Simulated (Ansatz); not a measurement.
Element substitutions in Lu

The reference is Lu (space group R-3m, No. 166; a = 3.4086 Å, c = 24.3700 Å (hexagonal axes); a cell from a computed database, its experimental status unchecked).

Each row replaces one element on all its sites; cell and atoms are relaxed.

Calculations: PBEsol (Ansatz, a program for electronic structure), no spin-orbit coupling.

| variant | shortest interatomic distance | c/a ratio |
|---|---|---|
| base | 3.334 Å | 7.150 |
| Lu → La | 3.593 Å | 7.211 |
| Lu → Sr | 4.189 Å | 7.378 |
| Lu → Y | 3.485 Å | 7.164 |

Stability against distortions was not tested. As relaxed here, La and Sr are hypothetical phases, not in the database extracts checked. For Y in this form, whether it has been made was not checked. All final runs are without spin polarisation. This is not the structure that Lu has at room temperature and ambient pressure. This is not the structure that Y has at room temperature and ambient pressure.
